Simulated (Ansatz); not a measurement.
Partial pair distribution functions of a relaxed model of amorphous Ti16Te32, broadened by 0.06 Å; density 6.28 g/cm³. All values below come from PBE-D3(BJ), scalar-relativistic without spin-orbit coupling, PAW (Ansatz default set, large-core Te) (plane waves to 420 eV; Ansatz, an electronic-structure program).

A CHGNet melt-quench gave the starting glass, which DFT then relaxed. The hot cell started wider than the set density and was brought back towards it in steps. It is the lowest in DFT energy of 3 quenches. It is a model cell: composition and starting density were chosen by hand, and all elements were melted together. The geometry includes D3(BJ) dispersion. Its density started from a set value of 5.92 and ended at 6.28 g/cm³. The simulated quench (nominally 66 K/ps over its main leg) is rapid and tends to freeze in more defects than a deposited or slowly cooled glass has. Values belong to this one cell and scatter from quench to quench. Volume and shape were free in the relaxation. On a 2×2×2 Γ-centred mesh force components of up to 0.16 eV/Å stay, since the relaxation ran on one k-point at (1/4, 1/4, 1/4).

```json
[
 {"r (Å)": "2.40", "g Ti-Te": "0.00", "g Ti-Ti": "0.00", "g Te-Te": "0.00"},
 {"r (Å)": "2.50", "g Ti-Te": "0.17", "g Ti-Ti": "0.00", "g Te-Te": "0.00"},
 {"r (Å)": "2.60", "g Ti-Te": "1.95", "g Ti-Ti": "0.00", "g Te-Te": "0.00"},
 {"r (Å)": "2.70", "g Ti-Te": "7.98", "g Ti-Ti": "0.00", "g Te-Te": "0.00"},
 {"r (Å)": "2.80", "g Ti-Te": "8.89", "g Ti-Ti": "0.02", "g Te-Te": "0.02"},
 {"r (Å)": "2.90", "g Ti-Te": "4.18", "g Ti-Ti": "0.69", "g Te-Te": "0.25"},
 {"r (Å)": "3.00", "g Ti-Te": "1.72", "g Ti-Ti": "3.01", "g Te-Te": "0.38"},
 {"r (Å)": "3.10", "g Ti-Te": "0.86", "g Ti-Ti": "2.16", "g Te-Te": "0.54"},
 {"r (Å)": "3.20", "g Ti-Te": "0.47", "g Ti-Ti": "2.82", "g Te-Te": "1.12"},
 {"r (Å)": "3.30", "g Ti-Te": "0.12", "g Ti-Ti": "2.38", "g Te-Te": "1.66"},
 {"r (Å)": "3.40", "g Ti-Te": "0.01", "g Ti-Ti": "1.18", "g Te-Te": "1.78"},
 {"r (Å)": "3.50", "g Ti-Te": "0.02", "g Ti-Ti": "1.94", "g Te-Te": "2.33"},
 {"r (Å)": "3.60", "g Ti-Te": "0.10", "g Ti-Ti": "1.17", "g Te-Te": "2.35"},
 {"r (Å)": "3.70", "g Ti-Te": "0.03", "g Ti-Ti": "0.93", "g Te-Te": "2.05"},
 {"r (Å)": "3.80", "g Ti-Te": "0.00", "g Ti-Ti": "0.09", "g Te-Te": "2.39"},
 {"r (Å)": "3.90", "g Ti-Te": "0.08", "g Ti-Ti": "0.00", "g Te-Te": "2.50"},
 {"r (Å)": "4.00", "g Ti-Te": "0.27", "g Ti-Ti": "0.18", "g Te-Te": "1.48"},
 {"r (Å)": "4.10", "g Ti-Te": "0.17", "g Ti-Ti": "0.99", "g Te-Te": "1.05"},
 {"r (Å)": "4.20", "g Ti-Te": "0.18", "g Ti-Ti": "0.65", "g Te-Te": "1.38"},
 {"r (Å)": "4.30", "g Ti-Te": "0.42", "g Ti-Ti": "0.24", "g Te-Te": "1.30"},
 {"r (Å)": "4.40", "g Ti-Te": "0.56", "g Ti-Ti": "0.82", "g Te-Te": "0.68"},
 {"r (Å)": "4.50", "g Ti-Te": "0.62", "g Ti-Ti": "0.44", "g Te-Te": "0.34"},
 {"r (Å)": "4.60", "g Ti-Te": "0.75", "g Ti-Ti": "0.47", "g Te-Te": "0.61"},
 {"r (Å)": "4.70", "g Ti-Te": "0.78", "g Ti-Ti": "0.72", "g Te-Te": "0.72"},
 {"r (Å)": "4.80", "g Ti-Te": "1.01", "g Ti-Ti": "0.38", "g Te-Te": "0.56"},
 {"r (Å)": "4.90", "g Ti-Te": "1.46", "g Ti-Ti": "0.54", "g Te-Te": "0.54"},
 {"r (Å)": "5.00", "g Ti-Te": "1.30", "g Ti-Ti": "1.02", "g Te-Te": "0.65"},
 {"r (Å)": "5.10", "g Ti-Te": "1.09", "g Ti-Ti": "2.24", "g Te-Te": "0.72"},
 {"r (Å)": "5.20", "g Ti-Te": "1.16", "g Ti-Ti": "2.53", "g Te-Te": "0.76"},
 {"r (Å)": "5.30", "g Ti-Te": "1.63", "g Ti-Ti": "1.83", "g Te-Te": "1.14"}
]
```

Within 3.36 Å each Ti has 6.50 Te neighbours on average.
